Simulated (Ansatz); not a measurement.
Take CsPbCl3 in the cubic perovskite structure (space group Pm-3m, No. 221; a = 5.736 Å) as the base.

The values are results of Ansatz (a quantum-chemistry and plane-wave program) PBE, no spin-orbit coupling, not measurements.

Before the change:

The valley order is R along ⟨111⟩ 2.21 eV; Γ 3.67 eV and the lattice parameter a is 5.736 Å. The electron mass comes out as 0.12, 0.93, 0.93 mₑ (at R).

The change: a hydrostatic pressure of 3 GPa.

What does the calculation give for the valley order after the change?

The valley order (the lowest conduction-band minima on the path, energy above the VBM, named in the base's zone) changes from R along ⟨111⟩ 2.21 eV; Γ 3.67 eV to R along ⟨111⟩ 1.75 eV; Γ 3.13 eV.

What does the calculation give for the lattice parameter a after the change?

The lattice parameter a drops by 0.201 Å to 5.535 Å.

Predict the new electron mass.

The electron mass (degenerate bands, along [100]) changes from 0.12, 0.93, 0.93 mₑ (at R) to 0.10, 0.80, 0.80 mₑ (at R).

With Pb present, leaving out spin-orbit coupling can change the band edges. The levels and masses belong to the bands next to the band gap. Load acts through the strain it causes; cell and atoms are relaxed under it. Effective masses come from finite differences of ±0.01 Å⁻¹. No phonon test of stability was made. Many cubic perovskites are stable only at high temperature; tilts and polar distortions were not tested. This is not the structure that CsPbCl3 has at room temperature and ambient pressure.
